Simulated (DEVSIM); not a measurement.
Structure: Mo/SiO2/n-Si capacitor, at 300 K.

| layer (left to right) | material | thickness (nm) | Nd (cm⁻³) |
|---|---|---|---|
| 1 | SiO2 | 50.0 | - |
| 2 | Si | 930 | 3.8e17 |

Metal gate on the left, work function 4.6 eV. Fixed charge at the semiconductor interface 0 cm⁻² (in units of +e); interface traps 1.8e11 cm⁻² eV⁻¹, uniform in energy, neutral level at 0.5 of the gap above the valence band.

The device is made up for the run: typed textbook-type constants, with dimensions and the other settings drawn at random. Values at 300 K.

```
parameter      SiO2       Si
-------------  ----  -------
gap (eV)          9    1.124
affinity (eV)   0.9     4.05
permittivity    3.9     11.7
Nc (cm⁻³)         -  2.86e19
Nv (cm⁻³)         -   3.1e19
```

DEVSIM, 1D Poisson equation in equilibrium, Boltzmann statistics, complete ionisation; no quantum confinement or tunnelling. Metal contacts follow the ideal Schottky-Mott rule: no Fermi-level pinning, no interface dipoles.

The SiO2 thickness was swept, all else fixed.

| SiO2 thickness (μm) | flat-band voltage (V) | minimum of the low-frequency capacitance (μF/cm²) | capacitance of the dielectric stack (μF/cm²) |
|---|---|---|---|
| 0.02 | 0.51 | 0.101 | 0.173 |
| 0.028 | 0.54 | 0.0809 | 0.123 |
| 0.035 | 0.57 | ? | 0.0987 |
| 0.043 | 0.60 | 0.0602 | 0.0803 |
| 0.05 | 0.63 | 0.0534 | 0.0691 |
| 0.06 | 0.66 | 0.0463 | 0.0576 |

Question: What belongs in the gaps?

Answer: 
- 0.035, minimum of the low-frequency capacitance (μF/cm²): 0.0697
